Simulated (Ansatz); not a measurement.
V₂O₅ (C2/c), PBEsol, rigid bands (Ansatz, an electronic-structure program). Band gap 1.32 eV, N_c = 1.65e20 cm⁻³ and N_v = 1.67e20 cm⁻³ at 300 K, conductivity masses along x (a = (5.93, -2.32, 0.00) Å; b = (5.93, 2.32, 0.00) Å; c = (-1.25, 0.00, 5.15) Å) of 0.611 mₑ (electrons) and 2.56 mₑ (holes). Take k_BT = 0.02585 eV.

Find the intrinsic carrier density and the intrinsic Fermi level.

n_i = √(N_c N_v) exp(−E_g/2k_BT) = 1.66e20 × exp(−25.53) = 1.4e9 cm⁻³. The level lies (k_BT/2) ln(N_v/N_c) = 0 meV from mid-gap (positive towards the conduction band). Each 0.1 eV added to the gap lowers n_i by a factor of 6.9.

What built-in voltage has an abrupt junction with N_A = 1e17 and N_D = 1e17 cm⁻³, all dopants ionised?

V_bi = E_g/e − (k_BT/e) ln(N_c N_v/(N_A N_D)) = 1.32 − 0.02585 × 14.83 = 0.94 V, for the computed gap.

What thermal injection velocity √(2k_BT/πm) limits a ballistic channel along the direction named?

6.88e6 cm/s for electrons and 3.36e6 cm/s for holes, a ratio of √(m_h/m_e) = 2.05, for dilute carriers.

Rigid bands with the computed gap; masses take one relaxation time for all states. Spin-orbit coupling is left out; where it splits the top of the valence band, N_v and the p-type Seebeck coefficient come out somewhat high without it.

Computed structure with no diffraction record at hand here (it may be known, metastable or hypothetical): V2O5 (C2/c). Treated as nonmagnetic, magnetic states not searched for: V2O5 (C2/c).
